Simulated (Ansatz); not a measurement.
**A computed series for TiSi2: response to strain**

Consider TiSi2 (space group Fddd, No. 70; a = 4.7602 Å, b = 8.1802 Å, c = 8.4999 Å). Axes: x, y, z lie along a, b, c of the conventional cell.

Strains are applied to the cell and any free atomic positions relax; under biaxial strain the out-of-plane vector relaxes too.

Computed with PBEsol (Ansatz, a quantum-chemistry and plane-wave program, PAW, no spin-orbit coupling).

Notes on the quantities. energy relative to the base: free energy F; pressure: mean of the normal stresses, compression positive.

| case | energy relative to the base | pressure | shortest interatomic distance |
|---|---|---|---|
| base | 0 meV/atom | 0.0 GPa | 2.517 Å |
| biaxial strain −1.39 %, plane normal [001], relaxed out of plane | +6.0 meV/atom | 3.5 GPa | 2.512 Å |
| biaxial strain −0.72 %, plane normal [001], relaxed out of plane | +1.6 meV/atom | 1.7 GPa | 2.514 Å |
| biaxial strain +2.42 %, plane normal [001], relaxed out of plane | +16 meV/atom | -4.9 GPa | 2.527 Å |
| biaxial strain +4.12 %, plane normal [001], relaxed out of plane | +45 meV/atom | -7.6 GPa | 2.535 Å |
| uniaxial strain ε_zz = −6.00 % | +78 meV/atom | 13.9 GPa | 2.418 Å |

Without a gap, meshes like the base's 13×13×13 leave anisotropic stresses uncertain by several tenths of a GPa, and small strain energies with them. Stability against distortions was not tested. The final runs are not spin-polarised.
